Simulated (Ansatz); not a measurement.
The starting structures come from a database of crystals and need not be the phases stable at ambient conditions.

```xyz
4
Lattice="4.1681 0.0000 0.0000 0.0000 6.8400 0.0000 2.0841 0.0000 3.7180" Properties=species:S:1:pos:R:3 pbc="T T T"
In     4.1681     3.4186     2.4787
In     2.0841     6.8386     1.2393
P      4.1681     0.8564     2.4787
P      2.0841     4.2764     1.2393
```

Space group of this cell: Cmc2_1. The cell is strained (lengths along the current scaled by 1.03, ions clamped); by r2SCAN its mean pressure is -1.7 GPa.

Transport runs along the normal of the first two printed cell vectors.

The gap is the functional's own, uncorrected, and κ follows it; spin-orbit coupling is left out. Mid-gap values are interpolated between the computed energies.

### Question
Estimate the band gap and the smallest decay constant κ at mid-gap that r2SCAN run with Ansatz (a first-principles code) returns for this system.

### Answer
Gap 0.89 eV on a 8×6×8 mesh; κ = 0.067 1/Å, at the zone centre.
